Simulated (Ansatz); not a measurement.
Dopant-vacancy pairs in wurtzite GaN: the barrier for the dopant to change places with the neighbouring vacancy. All values below come from PBE, PAW (plane waves to 420 eV; Ansatz, a first-principles code). Climbing-image NEB, static nuclei, no finite-size correction; this step alone does not carry the dopant far.

| Dopant | Hop (Å) | Neighbours at the saddle | Cell |
|---|---|---|---|
| In, pair charge -3 | 2.93 | N at 1.97, N at 2.09, N at 2.52, N at 2.53 Å | 72 sites, 2×2×2 shifted along c, single points at the geometries of a band on a coarser mesh |
| O, pair charge +2 | 3.20 | Ga at 1.89, Ga at 2.09, 2 Ga at 2.11 Å | 72 sites, 2×2×2 shifted along c, single points at the geometries of a band on a coarser mesh |
| Sc, pair charge -3 | 3.02 | N at 1.90, N at 2.12, N at 2.36 Å | 72 sites, 2×2×2 shifted along c, single points at the geometries of a band on a coarser mesh |

Question: Rank these dopants by that barrier, lowest first.

Answer: In, pair charge -3 (1.27 eV), Sc, pair charge -3 (1.40 eV), O, pair charge +2 (3.15 eV)
